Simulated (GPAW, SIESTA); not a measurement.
A GPAW input for a self-consistent single point of Na2AlGe2 (P4/mmm, 5 atoms in the cell) (DFT LDA (Perdew-Wang 92), plane waves, GPAW PAW datasets LDA (gpaw-data 1.0.1)):

```python
from ase import Atoms
from ase.units import GPa
from gpaw import GPAW

atoms = Atoms(['Na', 'Na', 'Al', 'Ge', 'Ge'],
              cell=[[2.934291, 0.000000, 0.000000],
                    [0.000000, 2.934291, 0.000000],
                    [0.000000, 0.000000, 14.297027]],
              positions=[[1.467145, 1.467145, 8.727620],
                         [1.467145, 1.467145, 5.569407],
                         [1.467145, 1.467145, 0.000000],
                         [1.467145, 1.467145, 2.616785],
                         [1.467145, 1.467145, 11.680242]],
              pbc=True)

calc = GPAW(mode={'name': 'pw', 'ecut': 850},
            xc='LDA',
            kpts={'size': (8, 8, 2), 'gamma': True},
            occupations={'name': 'methfessel-paxton', 'width': 0.05, 'order': 0},
            nbands=-9,
            convergence={'forces': 0.001},
            symmetry={'symmorphic': False, 'tolerance': 0.0005},
            maxiter=100,
            txt='-')

atoms.calc = calc

energy = atoms.get_potential_energy()
print('Energy (eV):', round(energy, 6))
forces = atoms.get_forces()
print('Forces (eV/Ang):')
print(forces.round(5))
stress = atoms.get_stress()
print('Stress (GPa, Voigt):', (stress / GPa).round(4))
```

Q: Translate this input to SIESTA.

A: This is the input that was run; spellings and numerical settings could be chosen otherwise.

```
# files in the folder: Na.psml Al.psml Ge.psml (PseudoDojo LDA standard)
SystemName  Na2AlGe2
SystemLabel na2alge2

NumberOfAtoms                5
NumberOfSpecies              3
%block ChemicalSpeciesLabel
  1 11 Na
  2 13 Al
  3 32 Ge
%endblock ChemicalSpeciesLabel
LatticeConstant              1.0 Ang
%block LatticeVectors
     2.934291000    0.000000000    0.000000000
     0.000000000    2.934291000    0.000000000
     0.000000000    0.000000000   14.297027000
%endblock LatticeVectors
AtomicCoordinatesFormat      Ang
%block AtomicCoordinatesAndAtomicSpecies
     1.467145500    1.467145500    8.727620132  1
     1.467145500    1.467145500    5.569406868  1
     1.467145500    1.467145500    0.000000000  2
     1.467145500    1.467145500    2.616784852  3
     1.467145500    1.467145500   11.680242148  3
%endblock AtomicCoordinatesAndAtomicSpecies

XC.functional                LDA
XC.authors                   PW92
PAO.BasisSize                DZP
PAO.EnergyShift              0.01 Ry
MeshCutoff                   400 Ry
%block kgrid.MonkhorstPack
    8   0   0  0.0
    0   8   0  0.0
    0   0   2  0.0
%endblock kgrid.MonkhorstPack
OccupationFunction           MP
OccupationMPOrder            0
ElectronicTemperature        0.05 eV

MaxSCFIterations             150
SCF.Mixer.Method             Pulay
SCF.Mixer.Weight             0.2
SCF.Mixer.History            6
SCF.DM.Tolerance             1.0E-05
Diag.ParallelOverK           true
WriteForces                  true
```

Basis settings and potentials, where a program has them, do not carry over. This input uses DFT, LDA PW92, numerical atomic orbitals DZP, PseudoDojo LDA standard norm-conserving potentials (rewritten from UPF to PSML). LDA parametrisations can differ slightly between programs.

The starting cell comes from a database of computed structures (which also holds hypothetical and non-ambient phases and stackings), without a prior relaxation at this level. Its lattice was rescaled by a random factor within 2.5 % of one.
